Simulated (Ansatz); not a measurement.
# Al4Si3 (model structure, started from the Al4C3 type, R-3m, No. 166, 7 atoms in the cell)

Computed with PBE in Ansatz (PAW).

Numerical settings: plane-wave cutoff 520 eV, 16×16×16 k mesh, Fermi–Dirac smearing 0.05 eV, scalar-relativistic PAW data made under PBE.

Cell (relaxed at this level):

```cif
data_Al12Si9
_chemical_formula_sum 'Al12 Si9'
_space_group_name_H-M_alt 'R-3m :H'
_space_group_IT_number 166
_space_group_name_Hall '-R 3 2"'
_cell_length_a 4.07677
_cell_length_b 4.07677
_cell_length_c 31.33061
_cell_angle_alpha 90.000
_cell_angle_beta 90.000
_cell_angle_gamma 120.000
loop_
_atom_site_label
_atom_site_type_symbol
_atom_site_symmetry_multiplicity
_atom_site_Wyckoff_symbol
_atom_site_fract_x
_atom_site_fract_y
_atom_site_fract_z
_atom_site_occupancy
Al1 Al 6 c 0.00000 0.00000 0.13603 1
Al2 Al 6 c 0.00000 0.00000 0.29877 1
Si1 Si 6 c 0.00000 0.00000 0.22011 1
Si2 Si 3 a 0.00000 0.00000 0.00000 1
```
(The calculation used a cell of 7 atoms; values per cell refer to that cell.)

```
Property           Result
---------------  --------
band gap             none
bulk modulus B0  65.0 GPa
```

Note: the bulk modulus is −V dP/dV from two relaxed cells at ±2 % in volume; the relaxation could raise the start's symmetry but not lower it, so the cell can be a saddle point.

A model structure was made by putting elements into a prototype or built by hand; it is no filed structure, need not be a known phase, and can be a saddle point held by its symmetry.

Ansatz is a quantum-chemistry and plane-wave program.
